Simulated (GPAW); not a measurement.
**σyy against uniaxial strain in fcc Pt (space group 225): C12 (GPAW, LDA)**

```
CELL_PARAMETERS angstrom
      0.00000     1.94453     1.94453
      1.91536     0.00000     1.94453
      1.91536     1.94453     0.00000
ATOMIC_POSITIONS crystal
  Pt 0.00000 0.00000 0.00000
```

Method of the run: LDA (Perdew-Wang 92), GPAW PAW datasets LDA (gpaw-data 1.0.1) (plane waves; GPAW). Settings: mode = pw; ecut = 585 eV; xc = LDA; kpts = 38 38 38; mesh shift (steps) = 0 0 0; occupations.name = fermi-dirac; occupations.width = 0.05 eV; nbands = -5; convergence.density = 1e-06 e/electron; convergence.energy = 1e-06 eV/electron; symmetry.symmorphic = false; symmetry.tolerance = 0.0005; maxiter = 150. The cell above is the first row's. The rows stretch one cube axis (x) by the strain ε and hold the other two. Stress is positive in tension. In all rows the k mesh is held.

```
ε (%)  σyy (GPa)
-----  ---------
-1.5       -4.17
-1.0       -2.70
-0.5       -1.28
0.0         0.08
0.5         1.39
1.0         2.65
1.5         3.86
2.0            ?
```

Taking a parabola for σyy over the 7 complete rows: Least squares gives σyy = 0.080 + 2.6757·ε - 0.1048·ε². Residuals (row less fit): -0.001, 0.000, 0.004, 0.000, -0.002, -0.001, 0.002; standard error 0.003 (degrees of freedom: 4). The slope at ε = 0, 2.6757 GPa per cent, gives C12 ≈ 100 × 2.6757 = 268 GPa, for the static lattice.

Q: Predict the withheld σyy at ε = 2.0 from the fit, and compare with the calculation.

A: σyy = 0.080 + 2.6757 × 2.0 - 0.1048 × 2.0² = 5.012 GPa. The calculation gives 5.02 GPa, 0.008 GPa above the prediction (0.1 % of the range of σyy in the table). The row lies outside the fitted rows, so this is an extrapolation.

Carrying the step between the two nearest rows on in a straight line would have given 5.07, off by 0.05; series whose last step already gives the withheld value aren't shown. The reference cell has the volume at which an earlier scan in this program and functional put its minimum by a fit. The unstrained cell stands at a pressure of -0.08 GPa, and the constants belong to that pressure. Spin polarisation is off. Spin-orbit coupling is off. Without a gap such slopes are sensitive to mesh and smearing. Cutoffs and mesh are single choices, not tested for convergence of this quantity. Series with a scatter that would blur these digits, or in which a gap closes, are not shown. Strain series were run only where this level's volume lies within 10 % of a first guess from the measured size.
